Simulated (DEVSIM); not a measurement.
System: Schottky contact on n-type GaN, at 350 K.

```csv
layer (left to right),material,thickness (μm),Nd (cm⁻³),τn (s),τp (s)
1,GaN,0.600,1.7e15,2.1e-9,2.1e-9
```

Left contact: Schottky, work function 5.11 eV, emission velocity 5.6e6 cm/s. Right contact: ohmic. Voltage is applied to the left contact. Recombination: SRH at mid-gap, Auger. Mobility is μmin + (μ − μmin)/(1 + (N/Nref)^α).

This is a model device: material constants are rounded textbook-type values typed into the input, and sizes, dopings and lifetimes were drawn at random. Values at 300 K; Nc and Nv go as T^1.5, mobilities as T to minus their exponent, the gap by Varshni's rule with the affinity fixed.

```csv
parameter,GaN
gap (eV),3.43
affinity (eV),4.1
permittivity,9.5
Nc (cm⁻³),2.3e18
Nv (cm⁻³),4.6e19
μn (cm²/Vs),1200
μp (cm²/Vs),100
"μn,min",55
"μp,min",3
"Nref,n",2e17
"Nref,p",3e17
αn,1
αp,2
T exponent of μn,1.5
T exponent of μp,2
Cn (cm⁶/s),1e-30
Cp (cm⁶/s),1e-30
Varshni α (eV/K),0.00091
Varshni β (K),830
```

DEVSIM, 1D drift-diffusion, Boltzmann statistics, complete ionisation; no tunnelling, impact ionisation, image-force lowering or self-heating. Metal contacts follow the ideal Schottky-Mott rule: no Fermi-level pinning, no interface dipoles.

Question: Tabulate band edges, carrier densities and field at zero bias.

Answer: Energies count from the Fermi level of the right contact; mesh points crowd at the junctions.

```json
[
 {"x (μm)": "0.000", "Ec (eV)": "1.010", "Ev (eV)": "-2.398", "n (cm⁻³)": "8300", "p (cm⁻³)": "< 1e2", "field (V/cm)": "-23000"},
 {"x (μm)": "0.006603", "Ec (eV)": "0.995", "Ev (eV)": "-2.413", "n (cm⁻³)": "14000", "p (cm⁻³)": "< 1e2", "field (V/cm)": "-22000"},
 {"x (μm)": "0.01487", "Ec (eV)": "0.977", "Ev (eV)": "-2.431", "n (cm⁻³)": "25000", "p (cm⁻³)": "< 1e2", "field (V/cm)": "-22000"},
 {"x (μm)": "0.02522", "Ec (eV)": "0.954", "Ev (eV)": "-2.454", "n (cm⁻³)": "53000", "p (cm⁻³)": "< 1e2", "field (V/cm)": "-22000"},
 {"x (μm)": "0.04320", "Ec (eV)": "0.915", "Ev (eV)": "-2.493", "n (cm⁻³)": "190000", "p (cm⁻³)": "< 1e2", "field (V/cm)": "-21000"},
 {"x (μm)": "0.06070", "Ec (eV)": "0.878", "Ev (eV)": "-2.530", "n (cm⁻³)": "650000", "p (cm⁻³)": "< 1e2", "field (V/cm)": "-21000"},
 {"x (μm)": "0.07861", "Ec (eV)": "0.842", "Ev (eV)": "-2.566", "n (cm⁻³)": "2200000", "p (cm⁻³)": "< 1e2", "field (V/cm)": "-20000"},
 {"x (μm)": "0.1153", "Ec (eV)": "0.770", "Ev (eV)": "-2.638", "n (cm⁻³)": "2.4e7", "p (cm⁻³)": "< 1e2", "field (V/cm)": "-19000"},
 {"x (μm)": "0.1509", "Ec (eV)": "0.705", "Ev (eV)": "-2.703", "n (cm⁻³)": "2.1e8", "p (cm⁻³)": "< 1e2", "field (V/cm)": "-18000"},
 {"x (μm)": "0.1956", "Ec (eV)": "0.629", "Ev (eV)": "-2.780", "n (cm⁻³)": "2.6e9", "p (cm⁻³)": "< 1e2", "field (V/cm)": "-16000"},
 {"x (μm)": "0.2515", "Ec (eV)": "0.542", "Ev (eV)": "-2.866", "n (cm⁻³)": "4.5e10", "p (cm⁻³)": "< 1e2", "field (V/cm)": "-15000"},
 {"x (μm)": "0.3347", "Ec (eV)": "0.433", "Ev (eV)": "-2.975", "n (cm⁻³)": "1.7e12", "p (cm⁻³)": "< 1e2", "field (V/cm)": "-12000"},
 {"x (μm)": "0.3934", "Ec (eV)": "0.369", "Ev (eV)": "-3.039", "n (cm⁻³)": "1.4e13", "p (cm⁻³)": "< 1e2", "field (V/cm)": "-9900"},
 {"x (μm)": "0.4403", "Ec (eV)": "0.326", "Ev (eV)": "-3.082", "n (cm⁻³)": "5.9e13", "p (cm⁻³)": "< 1e2", "field (V/cm)": "-8500"},
 {"x (μm)": "0.4884", "Ec (eV)": "0.288", "Ev (eV)": "-3.120", "n (cm⁻³)": "2.0e14", "p (cm⁻³)": "< 1e2", "field (V/cm)": "-7000"},
 {"x (μm)": "0.5162", "Ec (eV)": "0.270", "Ev (eV)": "-3.138", "n (cm⁻³)": "3.7e14", "p (cm⁻³)": "< 1e2", "field (V/cm)": "-6300"},
 {"x (μm)": "0.5350", "Ec (eV)": "0.259", "Ev (eV)": "-3.149", "n (cm⁻³)": "5.5e14", "p (cm⁻³)": "< 1e2", "field (V/cm)": "-5800"},
 {"x (μm)": "0.5534", "Ec (eV)": "0.248", "Ev (eV)": "-3.160", "n (cm⁻³)": "7.7e14", "p (cm⁻³)": "< 1e2", "field (V/cm)": "-5400"},
 {"x (μm)": "0.5722", "Ec (eV)": "0.238", "Ev (eV)": "-3.170", "n (cm⁻³)": "1.1e15", "p (cm⁻³)": "< 1e2", "field (V/cm)": "-5200"},
 {"x (μm)": "0.5831", "Ec (eV)": "0.233", "Ev (eV)": "-3.175", "n (cm⁻³)": "1.3e15", "p (cm⁻³)": "< 1e2", "field (V/cm)": "-5000"},
 {"x (μm)": "0.5918", "Ec (eV)": "0.229", "Ev (eV)": "-3.179", "n (cm⁻³)": "1.5e15", "p (cm⁻³)": "< 1e2", "field (V/cm)": "-5000"},
 {"x (μm)": "0.6000", "Ec (eV)": "0.224", "Ev (eV)": "-3.184", "n (cm⁻³)": "1.7e15", "p (cm⁻³)": "< 1e2", "field (V/cm)": "-5000"}
]
```
